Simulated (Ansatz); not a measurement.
Abridged Ansatz (a quantum-chemistry and plane-wave program) output:

```
Relaxation: its limit of steps is 60 (relax.max_steps)
Pseudopotential: Ba, paw, valence charge 10
Pseudopotential: Ti, paw, valence charge 12
Pseudopotential: O, paw, valence charge 6
Crystal: 5 atoms, lattice volume = 60.097 Å³
Basis set: ecut = 420 eV, 1189 PW (Γ), exchange–correlation on 54×54×54 points (8 copies of the dense FFT grid, shifted against one another)
Bands: 25, of which v1, the nominal top of the filled ones, is band 20 counted from 1 (19 counted from 0)
Symmetry: 48 space group operations
k-points: 35 of 512
Functional: x = pbe(κ = 0.804, μ = 0.2195149727645171), c = pbe(β = 0.06672455060314922)
SCF iter   1: F=—  HF=-10159.356090 eV  |F-HF|=—  |Δ(HF+E_count)|=         —  Δρ=1.74e-3  dr2=8.34e-4  ethr=1.77e-3  ⟨swp⟩=6.2  Hψ=4377  notcnv=0
SCF iter   2: F=—  HF=-10159.356251 eV  |F-HF|=—  |Δ(HF+E_count)|=   1.61e-4  Δρ=8.46e-4  dr2=2.13e-4  ethr=2.08e-6  ⟨swp⟩=2.0  Hψ=1849  notcnv=0
SCF 1 converged in 6 iterations: F = -10159.355745 eV  dr2 = 1.10e-8
relax step   1: F+E_penalty+E_count = -10159.35574549 eV  Δ(F+E_penalty+E_count) = +0.000e0 eV  max|allowed force component| = 1.680e-29 eV/Å  Δτ_max = 0.0000 Å  P = +14.996 GPa  Ω = 60.097 Å³  (6 SCF iters, dr2 threshold 1.00e-7 eV, accepted)
[... steps on the carried basis left out ...]
relax step   7: F+E_penalty+E_count = -10159.14264588 eV  Δ(F+E_penalty+E_count) = +1.459e-4 eV  max|allowed force component| = 5.575e-30 eV/Å  Δτ_max = 0.0000 Å  P = +22.496 GPa  Ω = 58.267 Å³  stress off target by 3.51e-3 GPa  SCF on the basis re-selected at this cell (its energy is not comparable with the rows above)  (8 SCF iters)
SCF converged after 8 iterations
Free energy (F): -10159.142646 eV
Internal energy: -10159.142646 eV  (E = F + TS)
E sigma→0 (E₀):  -10159.142646 eV
Fermi energy:    12.749866 eV
--- Forces (eV/Å), atoms counted from 1 ---
  atom   1  Ba    -0.00000000     0.00000000     0.00000000
  atom   2  Ti     0.00000000     0.00000000     0.00000000
  atom   3  O      0.00000000    -0.00000000    -0.00000000
  atom   4  O      0.00000000     0.00000000     0.00000000
  atom   5  O      0.00000000    -0.00000000     0.00000000
--- Stress (GPa, compression-positive) ---
       22.496492       0.000000      -0.000000
        0.000000      22.496492      -0.000000
       -0.000000      -0.000000      22.496492
  P = ⅓ Tr σ = 22.4965 GPa (224.965 kbar)
--- Relaxed structure (5 steps of the walk, 5 accepted, 2 SCFs on fresh bases) ---
  cell:  # Å, volume = 58.2665 Å³
    - [3.8767962848000934, -3.209883240645393e-34, -6.419766481290786e-34]
    - [1.9259299443872354e-34, 3.8767962848000934, 0.0]
    - [-6.419766481290786e-34, 0.0, 3.8767962848000934]
  atoms:
    - { symbol: Ba, position: [-5.244678481360789e-35, -1.0243512658968352e-36, 4.3022753167294846e-36] }
    - { symbol: Ti, position: [0.5, 0.5, 0.5] }
    - { symbol: O, position: [1.311169620341099e-35, 0.5, 0.5] }
    - { symbol: O, position: [0.5, 0.5, -8.194810127091651e-37] }
    - { symbol: O, position: [0.5, 5.121756329582785e-37, 0.5] }
```

Q: What was computed, and what are the main results?

A: BaTiO3, 5 atoms in the cell, with PBE (Ansatz), scalar-relativistic without spin-orbit coupling, from a series relaxed to a target (pressure 22.5 GPa). The last SCF converged to F = -10159.142646 eV, or -2031.8285 eV per atom, at a pressure of 22.50 GPa. The total energy compares only with runs of the same code, potentials and settings.

Load acts through the strain it causes; cell and atoms are relaxed under it. Stability against distortions was not tested. Competing high-pressure phases were not computed. The final runs are not spin-polarised. The cell was made from BaTiO3 in the cubic perovskite structure (space group Pm-3m, No. 221) by this change: pressure 22.5 GPa. Many cubic perovskites are stable only at high temperature; tilts and polar distortions were not tested. This is not the structure that BaTiO3 has at room temperature and ambient pressure.

Keys are those of Ansatz 0.2.
